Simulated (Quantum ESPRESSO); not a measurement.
# Refining one setting for Al2O3 (R-3c, 10 atoms in the cell)

```yaml
crystal:
  lattice:
    - [2.43711, -1.40707, 4.43504]
    - [0.00000, 2.81413, 4.43504]
    - [-2.43711, -1.40707, 4.43504]
  atoms:
    - { symbol: Al, position: [0.14790, 0.14790, 0.14790] }
    - { symbol: Al, position: [0.85210, 0.85210, 0.85210] }
    - { symbol: Al, position: [0.35210, 0.35210, 0.35210] }
    - { symbol: Al, position: [0.64790, 0.64790, 0.64790] }
    - { symbol: O, position: [0.94386, 0.55614, 0.25000] }
    - { symbol: O, position: [0.05614, 0.44386, 0.75000] }
    - { symbol: O, position: [0.25000, 0.94386, 0.55614] }
    - { symbol: O, position: [0.75000, 0.05614, 0.44386] }
    - { symbol: O, position: [0.55614, 0.25000, 0.94386] }
    - { symbol: O, position: [0.44386, 0.75000, 0.05614] }
```

Method of the run: revPBE, GBRV 1.5 ultrasoft (PBE) pseudopotentials (plane waves; Quantum ESPRESSO).

The starting cell comes from a database of computed structures (which also holds hypothetical and non-ambient phases and stackings), without a prior relaxation at this level. Its lattice was rescaled by a random factor within 2.5 % of one. In the base run, with a pressure of about -5 GPa the cell is away from its equilibrium volume at this level.

Held fixed: ecutwfc = 40 Ry; ecutrho = 200 Ry; occupations = smearing; smearing = gauss; degauss = 0.0036749 Ry; input_dft = revpbe; potentials = {Al: al_pbe_v1.uspp.F.UPF, O: o_pbe_v1.2.uspp.F.UPF}; conv_thr = 1e-09 Ry; mixing_beta = 0.4.

ΔF is the free energy per atom less that of the last row (automatic 16 16 16 0 0 0).

The series runs over K_POINTS = automatic 1 1 1 0 0 0; automatic 2 2 2 0 0 0; automatic 3 3 3 0 0 0; automatic 4 4 4 0 0 0; automatic 5 5 5 0 0 0; automatic 6 6 6 0 0 0; automatic 7 7 7 0 0 0; automatic 8 8 8 0 0 0; automatic 9 9 9 0 0 0; automatic 11 11 11 0 0 0; automatic 13 13 13 0 0 0; automatic 16 16 16 0 0 0.

Task: From which setting on does the pressure stay within 0.5 GPa of the last one?

Result: From K_POINTS = automatic 2 2 2 0 0 0 on; the one before it is off by 2.1 GPa. The value it settles on is -5.2 GPa at this level of theory and with the other settings as held.

Task: From which setting on does the gap on the mesh stay within 0.01 eV of the last one?

Result: From K_POINTS = automatic 2 2 2 0 0 0 on.

```json
[
 {"K_POINTS": "automatic 1 1 1 0 0 0", "ΔF (meV/atom)": "167.3", "pressure (GPa)": "-7.34", "largest force (eV/Å)": "0.470", "gap on the mesh (eV)": "–", "k-points": "1", "plane waves": "2633"},
 {"K_POINTS": "automatic 2 2 2 0 0 0", "ΔF (meV/atom)": "5.7", "pressure (GPa)": "-5.33", "largest force (eV/Å)": "0.041", "gap on the mesh (eV)": "5.460", "k-points": "4", "plane waves": "2633"},
 {"K_POINTS": "automatic 3 3 3 0 0 0", "ΔF (meV/atom)": "0.25", "pressure (GPa)": "-5.22", "largest force (eV/Å)": "0.031", "gap on the mesh (eV)": "5.463", "k-points": "6", "plane waves": "2640"},
 {"K_POINTS": "automatic 4 4 4 0 0 0", "ΔF (meV/atom)": "0.02", "pressure (GPa)": "-5.22", "largest force (eV/Å)": "0.031", "gap on the mesh (eV)": "5.463", "k-points": "13", "plane waves": "2657"},
 {"K_POINTS": "automatic 5 5 5 0 0 0", "ΔF (meV/atom)": "0.00", "pressure (GPa)": "-5.21", "largest force (eV/Å)": "0.031", "gap on the mesh (eV)": "5.463", "k-points": "19", "plane waves": "2660"},
 {"K_POINTS": "automatic 6 6 6 0 0 0", "ΔF (meV/atom)": "0.00", "pressure (GPa)": "-5.21", "largest force (eV/Å)": "0.031", "gap on the mesh (eV)": "5.463", "k-points": "32", "plane waves": "2660"},
 {"K_POINTS": "automatic 7 7 7 0 0 0", "ΔF (meV/atom)": "0.00", "pressure (GPa)": "-5.21", "largest force (eV/Å)": "0.031", "gap on the mesh (eV)": "5.463", "k-points": "44", "plane waves": "2651"},
 {"K_POINTS": "automatic 8 8 8 0 0 0", "ΔF (meV/atom)": "0.00", "pressure (GPa)": "-5.21", "largest force (eV/Å)": "0.031", "gap on the mesh (eV)": "5.460", "k-points": "65", "plane waves": "2657"},
 {"K_POINTS": "automatic 9 9 9 0 0 0", "ΔF (meV/atom)": "0.00", "pressure (GPa)": "-5.21", "largest force (eV/Å)": "0.031", "gap on the mesh (eV)": "5.457", "k-points": "85", "plane waves": "2657"},
 {"K_POINTS": "automatic 11 11 11 0 0 0", "ΔF (meV/atom)": "0.00", "pressure (GPa)": "-5.21", "largest force (eV/Å)": "0.031", "gap on the mesh (eV)": "5.456", "k-points": "146", "plane waves": "2660"},
 {"K_POINTS": "automatic 13 13 13 0 0 0", "ΔF (meV/atom)": "0.00", "pressure (GPa)": "-5.21", "largest force (eV/Å)": "0.031", "gap on the mesh (eV)": "5.458", "k-points": "231", "plane waves": "2657"},
 {"K_POINTS": "automatic 16 16 16 0 0 0", "ΔF (meV/atom)": "0.00", "pressure (GPa)": "-5.21", "largest force (eV/Å)": "0.031", "gap on the mesh (eV)": "5.460", "k-points": "417", "plane waves": "2660"}
]
```

Gaps are taken between levels on the mesh.
